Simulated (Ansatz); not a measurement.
Take Si in the diamond structure (space group Fd-3m, No. 227; a = 5.4336 Å) as the base. Axes: x, y, z lie along the cube axes.

Levels (all Ansatz, a first-principles code, PAW, earlier PAW set): PBEsol (420 eV, scalar-relativistic without spin-orbit coupling); r2SCAN (500 eV, spin-orbit coupling left out).

Its gap is 0.47 eV with PBEsol and 0.77 eV with r2SCAN.

The change: the cell is stretched by 2.99 % along z with no lateral relaxation; the atoms relax in the strained cell.

With PBEsol the gap becomes 0.37 eV.

### Question
If the r2SCAN correction stayed the same, what would the r2SCAN gap be, and what does the r2SCAN run give?

### Answer
A rigid correction of +0.30 eV gives 0.67 eV. The r2SCAN run gives 0.65 eV, so the two effects roughly add.

Single points use the geometry relaxed with PBEsol. Stability against distortions was not tested.
